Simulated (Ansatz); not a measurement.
We consider MoPt2 (Immm, No. 71), described by r²SCAN-D4 (Ansatz, an electronic-structure program, plane waves, PAW).

Run with plane-wave cutoff 560 eV, 24×24×24 k mesh, Fermi–Dirac smearing 0.05 eV, no spin polarisation, scalar-relativistic PAW data made under PBE.

Energies at three volumes about the minimum:

| V (Å³/atom) | E − E_lowest (meV/atom) |
|---|---|
| 14.700 | 5.87 |
| 15.000 | 0.00 |
| 15.300 | 5.42 |

### Question
Fit a parabola by hand: where is the minimum, and what is the bulk modulus?

### Answer
Slopes: (0.00 − 5.87)/(15.000 − 14.700) = -19.567 and (5.42 − 0.00)/(15.300 − 15.000) = 18.067 meV/Å³. Curvature E″ = 2 × (18.067 − (-19.567))/(15.300 − 14.700) = 125.447 meV/Å⁶. From the middle of the first interval, the slope vanishes at V0 = 14.8500 − (-19.567)/125.447 = 15.006 Å³/atom. B = V0 E″ = 15.006 × 125.447 meV/Å³ × 0.1602 GPa per meV/Å³ = 302 GPa. The full Birch–Murnaghan fit to all volumes gives V0 = 15.000 Å³/atom and B0 = 301 GPa.

Shape and atoms are relaxed at each volume.

Note: the relaxation could not lower the start's symmetry, so the cell can be a saddle point above a distorted one.
